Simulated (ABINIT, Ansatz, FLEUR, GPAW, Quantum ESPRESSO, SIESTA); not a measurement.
Mg₆SiW (Amm2, 8 atoms in the cell) computed with different codes at matched settings

Self-consistent single point.

```
CELL_PARAMETERS angstrom
      5.05425     0.00000     0.00000
      0.00000     2.80920     5.34788
      0.00000    -2.80920     5.34788
ATOMIC_POSITIONS crystal
  Mg 0.50000 0.67384 0.17240
  Mg 0.50000 0.17240 0.67384
  Mg 0.00000 0.82349 0.33915
  Mg 0.00000 0.33915 0.82349
  Mg 0.00000 0.32376 0.32376
  Mg 0.00000 0.82171 0.82171
  Si 0.50000 0.17035 0.17035
  W  0.50000 0.67529 0.67529
```

All programs got the same cell, k-point mesh and kind of occupations (in Ansatz's words: kpoints.mp_grid.grid = 3 3 3; scf.occupations.method = fermi_dirac; scf.occupations.width = 0.1 eV); potentials, basis and cutoffs are each program's usual ones.

```
code                                                                                                                                      model  pressure (GPa)  largest force (eV/Å)  k-points           cutoff
----------------  -----------------------------------------------------------------------------------------------------------------------------  --------------  --------------------  --------  ---------------
Ansatz                                                                                                          PBEsol, PAW files made with PBE           -1.58                 0.118         8           420 eV
ABINIT                                                           PBEsol, norm-conserving pseudopotentials (PseudoDojo nc-sr-04 PBEsol standard)           -1.51                 0.119         8          1143 eV
Quantum ESPRESSO                                                                           PBEsol, GBRV 1.5 ultrasoft (PBESOL) pseudopotentials           -1.96                 0.119         8            40 Ry
GPAW                                                                                      PBEsol, GPAW PAW datasets PBEsol (made by gpaw-setup)           -1.53                 0.117         8           800 eV
FLEUR                                                                           PBEsol, all-electron FLAPW (FLEUR), scalar-relativistic valence               –                 0.118         8  Kmax 4.2 1/bohr
SIESTA            GGA PBEsol, numerical atomic orbitals DZP, PseudoDojo PBEsol standard norm-conserving potentials (rewritten from UPF to PSML)            1.11                     –        14      grid 350 Ry
```

Size of the force on each atom (eV/Å): Sizes of forces hide their directions.

```csv
code,Mg1,Mg2,Mg3,Mg4,Mg5,Mg6,Si7,W8
Ansatz,0.022,0.022,0.026,0.026,0.118,0.013,0.074,0.005
ABINIT,0.022,0.022,0.028,0.028,0.119,0.015,0.074,0.004
Quantum ESPRESSO,0.022,0.022,0.026,0.026,0.119,0.014,0.074,0.006
GPAW,0.022,0.022,0.026,0.026,0.117,0.010,0.074,0.005
FLEUR,0.023,0.023,0.030,0.030,0.118,0.009,0.075,0.003
```

A dash marks a value that a program does not give, or that is left out as unsure.

The spread over the programs that give each value: pressure within 3.07 GPa; largest force within 0.002 eV/Å.

The starting cell comes from a database of computed structures (which also holds hypothetical and non-ambient phases and stackings), without a prior relaxation at this level. On Ansatz's run: Spin-orbit coupling is off. Spin polarisation is off. Without a gap this mesh is coarse (it stands for a supercell whose shortest vector is 15 Å).

**Question.** Why do the programs differ, and what cannot be compared?

**Answer.** Differences of this kind can come from the potentials, where these differ, and from what each basis and cutoff leave unconverged. The zero of total energies and Fermi levels follows the potentials and each program's conventions, so they are not compared here. SIESTA uses small atom-centred bases, whose incompleteness enters pressures, forces and empty levels differently from a plane-wave cutoff. FLEUR treats all electrons, but the usual bases taken here (sphere radii, linearisation, local orbitals, empty states) were not tested for convergence, so the values are no reference for the others. Ansatz's pressure is given at a fixed set of plane waves, as the other plane-wave codes print theirs. The programs reduce the same mesh by symmetry to different extents, which changes the work and not the result. In the pressure, SIESTA (by 2.66) lies more than 1 GPa from the median of the plane-wave programs.

The shared mesh is coarse (it stands for a supercell whose shortest vector is 15 Å), so the values are not converged in it.

Left out of this page: CP2K (unsound by tests on forces, stress, charge or solver warnings); Elk (not drawn, or without a comparable value).

Ansatz is a program for electronic structure.

Keys are those of Ansatz 0.2.
